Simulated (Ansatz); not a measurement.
Computed paths: interstitial Mg in rutile-type MgF2, charge state +2

System: interstitial Mg in rutile-type MgF2 (charge state +2). Method: PBE, PAW (plane waves to 420 eV; Ansatz, a quantum-chemistry and plane-wave program).

Cell of 72 host sites held at the relaxed PBE lattice; the Γ point alone; Fermi-Dirac width 0.01 eV, spin-restricted; finite-size errors left in. No zero-point or tunnelling terms. The charge state is imposed; whether it is stable for some Fermi level was not computed. Sites that were not tried may lie lower.

Barriers: single points on a 2×2×2 k-point mesh shifted by half a step at the bands' geometries.

| Route | Start site over the lowest site run (eV) | Hop (Å) | Forward barrier (eV) | Backward barrier (eV) | Neighbours at the start | Neighbours at the saddle | Saddle order | Forward, on the band's own sampling (eV) |
|---|---|---|---|---|---|---|---|---|
| several atoms move together, Mg the farthest | 0.00 | 1.55 | 0.45 | 0.45 | 2 F at 1.89, 4 F at 2.01 Å | 4 F at 1.89 Å | not checked, on a symmetry element | 0.45 |
| several atoms move together, Mg the farthest | 0.00 | 1.70 | 1.10 | 0.10 | 2 F at 1.89, 4 F at 2.01 Å | 2 F at 1.85, F at 1.91, F at 1.96 Å | not checked, on a symmetry element | 1.10 |

Paths come from climbing-image nudged elastic band runs. Of the routes that converged and passed our checks, the lowest saddle point lies 0.45 eV above the lowest of the sites run (several atoms move together, Mg the farthest); other sites, such as split forms, and other routes may lie lower. A band can be held on a symmetry element, so unchecked saddle points there may be too high. A further band (several atoms move together, Mg the farthest, 2.28 Å) gave 1.10 eV forward on its own sampling, 1.10 eV above the lowest site run, but a shoulder points to a second hump between its images, so it is not taken as a result.

The whole set of runs took very roughly 1.0 core-hours.
